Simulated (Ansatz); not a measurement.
Base system: PbS in the rock salt structure (space group Fm-3m, No. 225; a = 5.975 Å).

Level of theory: r2SCAN in Ansatz (plane waves to 500 eV, PAW, scalar-relativistic without spin-orbit coupling).

One change was made to it. Results:

```
quantity                base        after
---------------  -----------  -----------
volume per atom     26.66 Å³     27.68 Å³
gap character    direct at L  direct at L
```

Q: What was done to the base?
A. pressure 0.9 GPa
B. pressure −2 GPa
C. pressure 9 GPa
D. pressure −1 GPa

A: B, pressure −2 GPa. For comparison, the volume per atom in the other runs: pressure −1 GPa gives 27.15 Å³; pressure 0.9 GPa gives 26.27 Å³; pressure 9 GPa gives 23.63 Å³.

With Pb present, leaving out spin-orbit coupling can change the band edges. Load acts through the strain it causes; cell and atoms are relaxed under it. No phonon test of stability was made. Competing high-pressure phases were not computed.

Ansatz is a quantum-chemistry and plane-wave program.
